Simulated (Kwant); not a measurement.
Device: Ge/Si0.2Ge0.8 stack with 2 barriers. One parabolic valley. Leads of mass 0.12 mₑ with the band edge at 0; grid 0.1 nm; bias swept from 0.0048 to 0.18 V, dropping linearly over the stack. Emitter Fermi level 0.012 eV, 300 K, equal in the collector.

| layer | thickness (nm) | band offset (eV) | mass (mₑ) |
|---|---|---|---|
| 1 | 2 | 0.12 | 0.14 |
| 2 | 5.8 | 0 | 0.12 |
| 3 | 2.6 | 0.12 | 0.14 |

Constants are typed, rounded textbook-type inputs, not results; the design itself was drawn at random and stands for no fabricated device.

Computed with Kwant: one-band effective-mass tight-binding model in one dimension, coherent, no space charge, current by the Tsu-Esaki formula.

Sweep values stay those of the base run.

The width of the first well was swept, all else fixed.

```
width of the first well (nm)  J (A/cm²) at bias = 0.1317 V  bias of the first current peak (V)  J (A/cm²) at bias = 0.1800 V  first peak current (A/cm²)
----------------------------  ----------------------------  ----------------------------------  ----------------------------  --------------------------
3.5                                                 322000                              0.0954                        241000                      557000
4.6                                                 203000                              0.0713                        284000                      396000
5.8                                                 280000                              0.0531                        451000                      282000
7                                                   400000                              0.0471                        566000                      220000
8.7                                                 471000                              0.0350                        338000                      174000
```

From the first row to the last the J at bias = 0.1317 V goes from 322000 to 471000. From the first row to the last the bias of the first current peak goes from 0.0954 to 0.0350.
